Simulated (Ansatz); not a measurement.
Functionals compared on O on the 1x1 (110) surface of 3C silicon carbide (cut with top plane C + Si), one in a 2x2 cell, started at the site 'bridge C-Si (span 3.9 Å)', in Ansatz (plane waves, PAW). The structure was relaxed with PBE; the other rows are single points on it, each with its references at the same level. Cutoff 420 eV (500 eV for r2SCAN).

Host crystal: 3C silicon carbide, with a band gap (PBE, scalar-relativistic without spin-orbit coupling).

Slab: 49 atoms, 7.7 Å thick at the start under the adsorbate (thin: gaps and levels are the slab's own); k 3x3x1, smearing 0.01 eV, dipole-corrected; 24 atoms held, the rest relaxed; no symmetry held; spin-polarised, no spin-orbit, no U, no dispersion correction. The starting moment vanished. At the end it is bonded to C. In PBE it is, or lies within 0.03 eV of, the lowest of the starts that converged. These notes are the PBE run's. RPBE: The program's check for a lower electronic state was not made. r2SCAN: The program's check for a lower electronic state was not made. Adsorption energies are against ½ O2(g). A negative adsorption energy means that the adsorbate is more stable on the surface than in its reference.

| functional | adsorption energy (eV) | magnetic moment of the cell (μB) | rough cost of the single point |
|---|---|---|---|
| PBE | -1.86 | 0.00 | – |
| RPBE | -1.65 | 0.00 | roughly 13 core-minutes |
| r2SCAN | -1.71 | 0.00 | roughly 27 core-minutes |

Ansatz is a first-principles code.
